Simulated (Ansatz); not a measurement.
Take WSe₂ (space group P6_3/mmc, No. 194; a = 3.2305 Å, c = 12.4111 Å; layered, stacked along the Cartesian z axis) as the base. Axes: x lies along a and z along c of the hexagonal cell.

Computed with PBEsol-D3(BJ), PAW, 420 eV (Ansatz, an electronic-structure program; spin-orbit coupling left out).

It is then changed as follows: the cell is scaled by 1.0300 in all directions, atoms relaxed at fixed cell.

**Question.** Predict the stress tensor and what it implies for the stiffness.

**Answer.** Stress of the strained cell less that of the base (GPa, compression positive):
```
  -7.12    0.00    0.00
   0.00   -7.12    0.00
   0.00    0.00   -2.76
```

Then B = −ΔP/(ΔV/V₀) with ΔV/V₀ = 0.0927 gives secant stiffness values (nonlinear terms included at this strain): B (at held cell shape, above the free-shape value) ≈ 61 GPa.

As a check, the harmonic strain energy −½ V₀ Δσ:ε is 30 meV/atom; the computed energy rise is 34 meV/atom.

No phonon test of stability was made.
